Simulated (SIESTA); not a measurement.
Band structure of Te3Au (P4/mmm, 4 atoms in the cell).

```
CELL_PARAMETERS angstrom
      3.10260     0.00000     0.00000
      0.00000     3.10260     0.00000
      0.00000     0.00000    12.93947
ATOMIC_POSITIONS crystal
  Te 0.00000 0.00000 0.20249
  Te 0.00000 0.00000 0.79751
  Te 0.00000 0.00000 0.50000
  Au 0.00000 0.00000 0.00000
```

Method of the run: GGA PBEsol, numerical atomic orbitals DZP, PseudoDojo PBEsol standard norm-conserving potentials (rewritten from UPF to PSML) run with SIESTA.

Settings: XC.functional = GGA; XC.authors = PBEsol; potentials = PseudoDojo PBEsol standard; PAO.BasisSize = DZP; PAO.EnergyShift = 0.005 Ry; MeshCutoff = 300 Ry; kgrid.MonkhorstPack = 7 7 2; OccupationFunction = MP; OccupationMPOrder = 0; ElectronicTemperature = 0.1 eV; MaxSCFIterations = 150; SCF.Mixer.Method = Pulay; SCF.Mixer.Weight = 0.2; SCF.Mixer.History = 8.

The starting cell comes from a database of computed structures (which also holds hypothetical and non-ambient phases and stackings), without a prior relaxation at this level. Spin-orbit coupling is off. Values carry the incompleteness of an atom-centred basis.

Levels in eV from the Fermi level, bands 30 to 35:
```tsv
point	30	31	32	33	34	35
Γ	-2.58	0.65	1.95	1.95	2.30	2.30
X	-3.26	-2.93	-1.06	-0.75	0.73	3.25
M	-3.86	-3.17	-3.17	-1.98	-1.14	0.51
Z	-2.58	1.41	1.98	1.98	2.22	2.22
R	-3.26	-2.45	-1.73	-0.66	0.67	3.53
A	-3.93	-3.14	-3.14	-1.98	-0.73	-0.16
```

Bands cross the Fermi level along this path, so the cell is metallic at this level.

Higher empty bands are left out: an atom-centred basis made for the valence describes them poorly.
